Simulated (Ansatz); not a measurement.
We look at the energy of the reaction as written. Reaction: cell B → cell A. The sign is products less reactants.

Cell A: a sheet of composition Rh, 1 atom, square cell of 2.43 Å (5.9 Å²), symmetry P4/mmm, 0.0 Å thick under 16 Å of vacuum, in-plane vectors relaxed; planes from bottom to top: Rh; a model cell; spin state with PBE: no moments, k-point mesh 24×24×1.
```
Rh
1.0
    2.43124     0.00000     0.00000
    0.00000     2.43124     0.00000
    0.00000     0.00000    16.00000
Rh
1
Direct
  0.00000   0.00000   0.50000
```

Cell B: a sheet of composition Rh, 1 atom, hexagonal cell of 2.57 Å (5.7 Å²), symmetry P6/mmm, 0.0 Å thick under 16 Å of vacuum, in-plane vectors relaxed; planes from bottom to top: Rh; a model cell; spin state with PBE: net moment 1.1 μB a cell, k-point mesh 30×30×1.
```
CELL_PARAMETERS angstrom
      2.57268     0.00000     0.00000
     -1.28634     2.22801     0.00000
      0.00000     0.00000    16.00000
ATOMIC_POSITIONS crystal
  Rh 0.00000 0.00000 0.50000
```

Plane-wave PAW calculations with Ansatz (a quantum-chemistry and plane-wave program), its PAW set soft_1, cutoff 420 eV. The structures are at rest with PBE. Neutral cells; Fermi-Dirac smearing of at most 0.10 eV in the solids, energies taken to zero width. A dispersion term (D3(BJ), or D4 for r2SCAN) was computed beside these levels and is taken off wherever the name lacks it. Static lattices, no vibrational contributions. Spin states are those reached from the starting moments, not proven ground states. Cell A has symmetry P4/mmm and got no random move, so less symmetric positions, which may lie lower, weren't tried. Cell B has symmetry P6/mmm and got no random move, so less symmetric positions, which may lie lower, weren't tried.

Task: Estimate the value that PBE returns for this input.

Result: 0.21 eV, for cell B → cell A.
